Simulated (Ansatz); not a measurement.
**A computed series for CrCl3: pressure series**

The parent structure is CrCl₃ (space group R-3, No. 148; a = 5.960 Å, c = 17.238 Å (hexagonal axes); ferromagnetic; a cell from a computed database, its experimental status unchecked; layered, stacked along the Cartesian z axis).

Cell and atoms are relaxed at each pressure.

Calculations: r2SCAN+rVV10, PAW, 500 eV (Ansatz, an electronic-structure program; spin-orbit coupling left out).

```csv
pressure (GPa),volume per atom (Å³/atom)
-1,23.950
0,22.094
0.3,?
0.7,21.448
1.5,20.884
3,20.072
5,19.277
```

**Question.** Fit the third-order Birch–Murnaghan form P(V) = (3B₀/2)[(V₀/V)^(7/3) − (V₀/V)^(5/3)]·[1 + (3/4)(B₀′ − 4)((V₀/V)^(2/3) − 1)] (squares taken in P) to the rows shown and predict the withheld row.

**Answer.** Least squares on the printed values gives V₀ = 22.131 Å³/atom, B₀ = 19.4 GPa, B₀′ = 9.8; this predicts 21.814 Å³/atom, and the run gives 21.798 Å³/atom, 0.016 lower.

Load acts through the strain it causes; cell and atoms are relaxed under it. Whether these cells are dynamically stable was not tested. No other phases were tried under pressure. No Hubbard U is applied and the magnetic state is the run's own (CrCl3 ferromagnetic); other magnetic orders, which need larger cells, were not tried and can change the gap.
